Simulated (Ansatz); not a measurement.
## (Ru,Re) alloys, hexagonal close-packed start, 16-atom cells

Cells and atoms relaxed. Order is of the mixed sites (0 random, negative unlike neighbours favoured); cells of high symmetry are ordered arrangements. Sheared cells and those that changed their type are left out. Enthalpies are against end members in the hexagonal close-packed type.

These are r2SCAN (plane waves to 500 eV, PAW; Ansatz, a program for electronic structure) values and carry that method's errors. Spin–orbit coupling is left out; the runs are not spin-polarised.

```json
[
 {"site fractions": "(1) Ru 0.125, Re 0.875", "space group": "Cm", "order in the first shell": "-0.05", "volume (Å³/atom)": "14.54", "mixing enthalpy (meV a site of the first mixed sublattice)": "-29"},
 {"site fractions": "(2) Ru 0.500, Re 0.500", "space group": "P-1", "order in the first shell": "0.00", "volume (Å³/atom)": "14.07", "mixing enthalpy (meV a site of the first mixed sublattice)": "-60"},
 {"site fractions": "(3) Ru 0.500, Re 0.500", "space group": "Pnma", "order in the first shell": "-0.33", "volume (Å³/atom)": "14.05", "mixing enthalpy (meV a site of the first mixed sublattice)": "(withheld)"},
 {"site fractions": "(4) Ru 0.500, Re 0.500", "space group": "P1", "order in the first shell": "0.00", "volume (Å³/atom)": "14.07", "mixing enthalpy (meV a site of the first mixed sublattice)": "-61"},
 {"site fractions": "(5) Ru 0.750, Re 0.250", "space group": "P1", "order in the first shell": "-0.06", "volume (Å³/atom)": "13.77", "mixing enthalpy (meV a site of the first mixed sublattice)": "-53"},
 {"site fractions": "(6) Ru 0.875, Re 0.125", "space group": "Cm", "order in the first shell": "-0.05", "volume (Å³/atom)": "13.63", "mixing enthalpy (meV a site of the first mixed sublattice)": "-33"}
]
```

**Question.** Some entries are withheld; supply them.

**Answer.** 
- (3) Ru 0.500, Re 0.500, mixing enthalpy (meV a site of the first mixed sublattice): -86
